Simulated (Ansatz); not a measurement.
For Ge (diamond, Fd-3m) at 650 K, quasi-harmonic approximation with PBEsol in Ansatz (a first-principles code) gives a volume expansion coefficient α_V = 24.69 × 10⁻⁶ K⁻¹, an isothermal bulk modulus B_T = 60.5 GPa, a molar volume V_m = 13.979 cm³/mol and C_V = 24.60 J/(mol K). At this level the gap is small or closed, and a narrow smearing was used.

Task: Work out the Grüneisen parameter, C_P and the adiabatic bulk modulus.

Result: γ = α_V B_T V_m / C_V = 0.85. C_P − C_V = α_V² B_T V_m T = 0.34 J/(mol K), so C_P = 24.94 J/(mol K). B_S = B_T C_P/C_V = B_T (1 + α_V γ T) = 61.4 GPa.
